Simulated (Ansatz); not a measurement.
LaZnNO (model structure, started from the LaZnOP type, P4/nmm, No. 129, 8 atoms in the cell) was calculated with r²SCAN (plane waves, PAW; Ansatz, a first-principles code).

Numerical settings: plane-wave cutoff 560 eV, 10×10×4 k mesh (along the axes of the cell as run), Fermi–Dirac smearing 0.01 eV, scalar-relativistic PAW data made under PBE.

Cell (relaxed with PBEsol):

```
CELL_PARAMETERS angstrom
      3.75683     0.00000     0.00000
      0.00000     3.75683     0.00000
      0.00000     0.00000     8.06595
ATOMIC_POSITIONS crystal
  La 0.00000 0.50000 0.83502
  La 0.50000 0.00000 0.16498
  Zn 0.00000 0.00000 0.50000
  Zn 0.50000 0.50000 0.50000
  N  0.50000 0.00000 0.62856
  N  0.00000 0.50000 0.37144
  O  0.50000 0.50000 0.00000
  O  0.00000 0.00000 0.00000
```

Task: Give the computed band gap and smallest direct gap on the k points sampled.

Result: 
* **band gap**: 2.16 eV
* **smallest direct gap on the k points sampled**: 2.19 eV

Note: the relaxation could raise the start's symmetry but not lower it, so the cell can be a saddle point; cell and atoms aren't relaxed at this level (largest force component 0.21 eV/Å, pressure 3.2 GPa).

Spin–orbit coupling is not included.

The computed numbers hold no vibrational or temperature effects.

It cost around 30 core-seconds (rough) of CPU time.

A model structure was made by putting elements into a prototype or built by hand; it is no filed structure, need not be a known phase, and can be a saddle point held by its symmetry.
